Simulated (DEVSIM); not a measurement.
Structure: Schottky contact on n-type Si, at 250 K.

| layer (left to right) | material | thickness (μm) | Nd (cm⁻³) | τn (s) | τp (s) |
|---|---|---|---|---|---|
| 1 | Si | 0.700 | 2e16 | 2.8e-5 | 2.8e-5 |

Left contact: Schottky, work function 4.91 eV, emission velocity 1e7 cm/s. Right contact: ohmic. Voltage is applied to the left contact. Recombination: SRH at mid-gap, radiative. Mobility is μmin + (μ − μmin)/(1 + (N/Nref)^α).

Constants are typed, rounded textbook-type inputs, not results; the design itself was drawn at random and stands for no fabricated device. Values at 300 K; Nc and Nv go as T^1.5, mobilities as T to minus their exponent, the gap by Varshni's rule with the affinity fixed.

```
parameter               Si
----------------  --------
gap (eV)             1.124
affinity (eV)         4.05
permittivity          11.7
Nc (cm⁻³)          2.86e19
Nv (cm⁻³)           3.1e19
μn (cm²/Vs)           1417
μp (cm²/Vs)            470
μn,min                  52
μp,min                  45
Nref,n              9.7e16
Nref,p              2.2e17
αn                    0.68
αp                    0.72
T exponent of μn       2.3
T exponent of μp       2.2
B (cm³/s)          4.7e-15
Varshni α (eV/K)  0.000473
Varshni β (K)          636
```

Simulated with DEVSIM: 1D drift-diffusion, Boltzmann statistics, complete ionisation; no tunnelling, impact ionisation, image-force lowering or self-heating. Metal contacts follow the ideal Schottky-Mott rule: no Fermi-level pinning, no interface dipoles.

The temperature was swept, all else fixed.

```json
[
 {"temperature (K)": "250", "dark forward voltage at 1 A/cm² (V)": "0.490", "largest field in the device at zero bias (V/cm)": "65000", "potential step across the device at zero bias (V)": "0.709", "dark forward voltage at 100 A/cm² (V)": "0.592"},
 {"temperature (K)": "300", "dark forward voltage at 1 A/cm² (V)": "0.410", "largest field in the device at zero bias (V/cm)": "63000", "potential step across the device at zero bias (V)": "0.672", "dark forward voltage at 100 A/cm² (V)": "0.534"},
 {"temperature (K)": "350", "dark forward voltage at 1 A/cm² (V)": "0.330", "largest field in the device at zero bias (V/cm)": "62000", "potential step across the device at zero bias (V)": "0.634", "dark forward voltage at 100 A/cm² (V)": "0.476"},
 {"temperature (K)": "400", "dark forward voltage at 1 A/cm² (V)": "0.247", "largest field in the device at zero bias (V/cm)": "63000", "potential step across the device at zero bias (V)": "0.595", "dark forward voltage at 100 A/cm² (V)": "0.414"},
 {"temperature (K)": "450", "dark forward voltage at 1 A/cm² (V)": "0.161", "largest field in the device at zero bias (V/cm)": "72000", "potential step across the device at zero bias (V)": "0.555", "dark forward voltage at 100 A/cm² (V)": "0.347"},
 {"temperature (K)": "500", "dark forward voltage at 1 A/cm² (V)": "___", "largest field in the device at zero bias (V/cm)": "___", "potential step across the device at zero bias (V)": "0.514", "dark forward voltage at 100 A/cm² (V)": "___"}
]
```

**Question.** Some entries are withheld; supply them.

**Answer.** 
- 500, dark forward voltage at 1 A/cm² (V): 0.077
- 500, largest field in the device at zero bias (V/cm): 98000
- 500, dark forward voltage at 100 A/cm² (V): 0.273
